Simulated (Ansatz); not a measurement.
Base system: KTaO3 in the cubic perovskite structure (space group Pm-3m, No. 221).

Method: DFT with PBE, PAW potentials and a 420 eV plane-wave cutoff in Ansatz (a program for electronic structure), no spin-orbit coupling.

Measured: band gap 3.64 eV (temperature not stated; as listed in Burak Himmetoglu, Anderson Janotti, Journal of Physics Condensed Matter (2016)).

Q: What do the calculations give for these quantities, and how do they miss?

A: 
```tsv
level	band gap
PBE	2.16 eV
```

Computed minus measured — band gap: PBE -1.48 eV. Measured values not marked as corrected hold thermal and zero-point effects that the static-lattice runs lack. A measured gap can be an optical one, lowered by exciton binding. Levels without spin-orbit coupling miss its effect on the gap.

Spin-orbit coupling, missing from the scalar runs, can matter with Ta. Stability against distortions was not tested.
